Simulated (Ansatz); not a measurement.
In2O3-ML monolayer (In2O3-ML a predicted or substrate-bound sheet, here free), on its own PBE lattice.

```
CELL_PARAMETERS angstrom
      3.40482     0.00000     0.00000
     -1.70241     2.94866     0.00000
      0.00000     0.00000    23.27400
ATOMIC_POSITIONS crystal
  O  0.33333 0.66667 0.39313
  In 0.66667 0.33333 0.42551
  O  0.66667 0.33333 0.51210
  In 0.00000 0.00000 0.56954
  O  0.33333 0.66667 0.60313
```

Levels used, each named beside its values: PBE+D3(BJ) (plane waves to 420 eV, PAW; Ansatz, a program for electronic structure); r2SCAN (plane waves to 500 eV, PAW; Ansatz); PBE+D3(BJ) with spin-orbit coupling (plane waves to 420 eV, PAW; Ansatz); HSE06 (plane waves to 420 eV, PAW; Ansatz). Geometries and values that name no level are of the first. Values not marked SOC have no spin–orbit coupling; PBE gaps are too small against experiment. Its k-point mesh 12×12×1, Fermi–Dirac width 0.01 eV. HSE06 ran on meshes of its own (9×9×1); its edges and gaps are taken over the mesh and over extra points off it, mostly where PBE has its edges. A dipole correction is on.

All levels ran on one geometry.

```csv
level,mesh,gap (eV)
PBE,12×12×1,0.41
r2SCAN,12×12×1,0.62
HSE06,9×9×1,1.36
PBE+SOC,12×12×1,0.40
```

Task: How far does spin–orbit coupling split the edges at K?

Result: The top two valence levels by 9 meV, the lowest two conduction levels by 8 meV (PBE+SOC).
